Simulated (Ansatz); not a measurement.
Ansatz (a quantum-chemistry and plane-wave program) run on ZrSnTe (P4/nmm, 6 atoms in the cell): self-consistent single point.

Method of the run: PBEsol, PAW files made with PBE (plane waves; Ansatz).

The change in words: lattice scaled by 0.98. Reference geometry:
```
CELL_PARAMETERS angstrom
      4.09585     0.00000     0.00000
      0.00000     4.09585     0.00000
      0.00000     0.00000     8.78320
ATOMIC_POSITIONS crystal
  Zr 0.50000 0.00000 0.26357
  Zr 0.00000 0.50000 0.73643
  Sn 0.00000 0.00000 0.00000
  Sn 0.50000 0.50000 0.00000
  Te 0.50000 0.00000 0.61941
  Te 0.00000 0.50000 0.38059
```

Reference input (self-consistent single point, DFT, PBEsol, plane waves, PAW files made with PBE): basis.ecutwfc = 420 eV; kpoints.mp_grid.grid = 5 5 3; hamiltonian.xc = pbesol; hamiltonian.pseudopotentials = {kind: paw} (an earlier, softer set of the program's PAW files); scf.occupations.method = gaussian; scf.occupations.width = 0.136 eV. This run's input differs from it in these lines:

Ansatz 0.2 input:
```diff
@@ -3,12 +3,12 @@
   lattice:
-    - [4.09585100, 0.00000000, 0.00000000]
-    - [0.00000000, 4.09585100, 0.00000000]
-    - [0.00000000, 0.00000000, 8.78320400]
+    - [4.01393400, 0.00000000, 0.00000000]
+    - [0.00000000, 4.01393400, 0.00000000]
+    - [0.00000000, 0.00000000, 8.60754000]
   atoms:
-    - { symbol: Zr, position_ang: [2.04792550, 0.00000000, 2.31498908] }
-    - { symbol: Zr, position_ang: [0.00000000, 2.04792550, 6.46821492] }
+    - { symbol: Zr, position_ang: [2.00696700, 0.00000000, 2.26868932] }
+    - { symbol: Zr, position_ang: [0.00000000, 2.00696700, 6.33885068] }
     - { symbol: Sn, position_ang: [0.00000000, 0.00000000, 0.00000000] }
-    - { symbol: Sn, position_ang: [2.04792550, 2.04792550, 0.00000000] }
-    - { symbol: Te, position_ang: [2.04792550, 0.00000000, 5.44040439] }
-    - { symbol: Te, position_ang: [0.00000000, 2.04792550, 3.34279961] }
+    - { symbol: Sn, position_ang: [2.00696700, 2.00696700, 0.00000000] }
+    - { symbol: Te, position_ang: [2.00696700, 0.00000000, 5.33159635] }
+    - { symbol: Te, position_ang: [0.00000000, 2.00696700, 3.27594365] }
 basis:
```

Log, with long lists cut:

```
SCF iter   1: F=—  HF=-33967.657488 eV  |F-HF|=—  |Δ(HF+E_count)|=         —  Δρ=5.75e-2  dr2=1.50e1  ethr=3.10e-3  ⟨swp⟩=6.8  Hψ=2553  notcnv=0
all-band conjugate gradients solve this SCF's bands
preconditioner: auto → Kerker (q_TF=auto, 2.510 Å⁻¹)
SCF iter   2: F=—  HF=-33965.816207 eV  |F-HF|=—  |Δ(HF+E_count)|=    1.84e0  Δρ=3.30e-2  dr2=5.85e0  ethr=3.10e-3  ⟨swp⟩=3.8  Hψ=1221  notcnv=0  defer=21
   [... lines left out ...]
SCF iter   5: F=—  HF=-33964.743029 eV  |F-HF|=—  |Δ(HF+E_count)|=   2.50e-4  Δρ=6.13e-4  dr2=5.59e-4  ethr=1.06e-5  ⟨swp⟩=2.0  Hψ=758  notcnv=0  defer=18
SCF iter   6: F=—  HF=-33964.743016 eV  |F-HF|=—  |Δ(HF+E_count)|=   1.33e-5  Δρ=8.99e-5  dr2=1.31e-5  ethr=6.65e-7  ⟨swp⟩=2.0  Hψ=903  notcnv=0  defer=18
SCF iter   7: F=—  HF=-33964.743019 eV  |F-HF|=—  |Δ(HF+E_count)|=   3.81e-6  Δρ=2.33e-5  dr2=7.16e-7  ethr=1.56e-8  ⟨swp⟩=2.2  Hψ=1088  notcnv=0  defer=18
SCF iter   8: F=-33964.743019 eV  HF=-33964.743019 eV  |F-HF|=1.87e-8  |Δ(HF+E_count)|=   1.71e-7  Δρ=4.70e-6  dr2=3.11e-8  ethr=1.19e-10  ⟨swp⟩=13.4  Hψ=3130  notcnv=0
SCF 1 converged in 8 iterations: F = -33964.743019 eV  dr2 = 3.11e-8
Free energy (F): -33964.743019 eV
Internal energy: -33964.724237 eV  (E = F + TS)
E sigma→0 (E₀):  -33964.733628 eV
Entropy (-TS):   -0.018783 eV (-3.130 meV/atom)
Fermi energy:    14.365972 eV
--- Forces (eV/Å), atoms counted from 1 ---
  atom   1  Zr     0.00000000     0.00000000     0.17268916
  atom   2  Zr     0.00000000     0.00000000    -0.17268916
  atom   3  Sn     0.00000000     0.00000000    -0.00000000
  atom   4  Sn     0.00000000     0.00000000     0.00000000
  atom   5  Te     0.00000000     0.00000000    -0.16835622
  atom   6  Te     0.00000000     0.00000000     0.16835622
--- Stress (GPa, compression-positive) ---
        2.184300       0.000000       0.000000
        0.000000       2.184300       0.000000
        0.000000       0.000000       2.513041
  P = ⅓ Tr σ = 2.2939 GPa (22.939 kbar)
  The stress holds the Pulay correction. Without it, at fixed plane waves, as pw.x and ABINIT print it: P = 2.2749 GPa
```

The run converged in 8 iterations. Against the reference run the free energy drops by 5.3 meV/atom, the pressure goes from -3.17 to 2.29 GPa and the largest force goes from 0.102 to 0.173 eV/Å.

The starting cell comes from a database of computed structures (which also holds hypothetical and non-ambient phases and stackings), without a prior relaxation at this level. Its lattice was rescaled by a random factor within 2.5 % of one. For this run, on top of that: lattice scaled by 0.98. Ansatz's pressure includes its estimate of the finite-basis (Pulay) stress.
